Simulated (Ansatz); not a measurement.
An ideal cubic perovskite cell is held by its symmetry; such compounds can tilt or shift off centre at room temperature. The starting structures come from a database of crystals and need not be the phases stable at ambient conditions.

The decay constant κ of evanescent states in the gap governs leakage through a thin film.

Data:

```yaml
crystal:
  lattice:
    - [4.09779, 0.00000, 0.00000]
    - [0.00000, 5.79515, 0.00000]
    - [0.00000, 2.89757, 2.89757]
  atoms:
    - { symbol: Sn, position: [0.50000, 0.50000, 0.00000] }
    - { symbol: Pb, position: [0.00000, 0.00000, 0.00000] }
    - { symbol: O, position: [0.00000, 0.50000, 0.00000] }
    - { symbol: O, position: [0.50000, 0.00000, 0.50000] }
    - { symbol: O, position: [0.50000, 0.50000, 0.50000] }
```

Space group of this cell: Pm-3m, cubic perovskite. The cell was relaxed by PBE-D3(BJ); by PBEsol its mean pressure is -2.9 GPa.

Transport runs along the normal of the first two printed cell vectors, the (110) plane of the conventional cell.

The gap is the functional's own, uncorrected, and κ follows it; spin-orbit coupling is left out. Mid-gap values are interpolated between the computed energies.

### Question
State the band gap and the smallest decay constant κ at mid-gap according to PBEsol (Ansatz, a first-principles code).

### Answer
Gap 1.17 eV on a 10×10×10 mesh; κ = 0.173 1/Å, at the zone centre.
